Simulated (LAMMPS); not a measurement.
Al (fcc) at 1490 K and zero pressure, started from the melt, with several potentials, in cells of their own sizes.

Interatomic potentials used:
- EAM-type AlCu.adp: classical MD, pair style adp, file AlCu.adp (LAMMPS); Apostol and Mishin, Phys Rev B 83, 054116 (2011)
- EAM-type AlCu.eam.alloy: classical MD, pair style eam/alloy, file AlCu.eam.alloy (LAMMPS); Cai and Ye, Phys Rev B, 54, 8398-8410 (1996)
- EAM-type AlFe_mm.eam.fs: classical MD, pair style eam/fs, file AlFe_mm.eam.fs (LAMMPS); Mendelev, Srolovitz, Ackland and Han, J Mater Res 20, 208-218 (2005)
- EAM-type Al_jnp.eam: classical MD, pair style eam, file Al_jnp.eam (LAMMPS); Jacobsen, Norskov and Puska, Phys Rev B, 35, 7423 (1987)
- EAM-type Al_mm.eam.fs: classical MD, pair style eam/fs, file Al_mm.eam.fs (LAMMPS)
- EAM-type Al_zhou.eam.alloy: classical MD, pair style eam/alloy, file Al_zhou.eam.alloy (LAMMPS); Zhou et al, Acta Mater, 49, 4005 (2001)
- MEAM AlSiMgCuFe.meam: classical MD, pair style meam, file AlSiMgCuFe.meam (LAMMPS); Jelinek, Groh, Horstemeyer, Houze, Kim, Wagner, Moitra and Baskes, Phys Rev B, 85, 245102 (2012)
- MEAM MoCoNiVFeAlCr_2nn.meam: classical MD, pair style meam, file MoCoNiVFeAlCr_2nn.meam (LAMMPS); Wang, J., Kwon, H., Kim, H.S. et al. A neural network model for high entropy alloy design. npj Comput Mater 9, 60 (2023).
- bond-order AlCu.bop.table: classical MD, pair style bop, file AlCu.bop.table (LAMMPS); Zhou, Ward, and Foster, Phys. Chem. Chem. Phys., under consideration

```tsv
potential	state	volume	first peak of g(r)	coordination number	self-diffusion coefficient of Al (not corrected for cell size)	mean phonon frequency	rough cost (ms per atom and simulated ps)
bond-order AlCu.bop.table	liquid	17.089 ± 0.004 Å³/atom	2.74 Å, height 2.2	11.9 (counted to 3.62 Å)	(9.1 ± 0.4) × 10^-5 cm²/s	4.9 THz	10 to 30
EAM-type AlCu.adp	liquid	19.401 ± 0.002 Å³/atom	2.78 Å, height 2.5	11.9 (counted to 3.82 Å)	(9.9 ± 0.1) × 10^-5 cm²/s	5.4 THz	1 to 3
EAM-type AlCu.eam.alloy	liquid	21.790 ± 0.010 Å³/atom	2.75 Å, height 2.1	12.0 (counted to 4.02 Å)	(2.17 ± 0.02) × 10^-4 cm²/s	4.0 THz	1 to 3
EAM-type AlFe_mm.eam.fs	liquid	22.83 ± 0.07 Å³/atom	2.74 Å, height 2.7	10.8 (counted to 3.82 Å)	(1.54 ± 0.01) × 10^-4 cm²/s	4.9 THz	1 to 3
EAM-type Al_jnp.eam	liquid	18.853 ± 0.001 Å³/atom	2.73 Å, height 2.4	13.1 (counted to 3.94 Å)	(1.14 ± 0.01) × 10^-4 cm²/s	5.1 THz	0.3 to 1
EAM-type Al_mm.eam.fs	liquid	19.938 ± 0.001 Å³/atom	2.76 Å, height 2.2	12.2 (counted to 3.90 Å)	(1.62 ± 0.02) × 10^-4 cm²/s	4.3 THz	0.3 to 1
EAM-type Al_zhou.eam.alloy	liquid	20.159 ± 0.002 Å³/atom	2.77 Å, height 2.0	13.3 (counted to 4.06 Å)	(2.14 ± 0.04) × 10^-4 cm²/s	4.0 THz	3 to 10
MEAM AlSiMgCuFe.meam	liquid	19.81 ± 0.02 Å³/atom	2.73 Å, height 2.4	10.8 (counted to 3.74 Å)	(1.07 ± 0.04) × 10^-4 cm²/s	5.5 THz	3 to 10
MEAM MoCoNiVFeAlCr_2nn.meam	liquid	20.35 ± 0.01 Å³/atom	2.74 Å, height 2.4	11.1 (counted to 3.78 Å)	(1.45 ± 0.04) × 10^-4 cm²/s	4.8 THz	10 to 30
```

Costs are rough: whole-run CPU time with set-up and analysis, from shared machines, in bands a factor of about three wide.

Caution (rows bond-order AlCu.bop.table; MEAM AlSiMgCuFe.meam): a run this short can hold a crystal over, or a liquid under, the potential's own melting point, which these runs don't give.

Caution: the potential EAM-type AlFe_mm.eam.fs is made for dilute Fe in Al.

States go by the mean squared displacement: a species diffuses where it passes 1.5 Å², still rises and gives D over 1e-6 cm²/s; a crystal has left its structure where atoms lie 0.35 Å off their sites on average or a cubic box changes its shape by 3 %, or the axial ratios of another lie 8 % off the starting cell's, which the potential's own relaxation can also do.

Errors of D are the spread over four groups of atoms in one short run; a floor of about 5 %, a picked value, is safer.

The ± values are statistical; the model's systematic error is not in them.
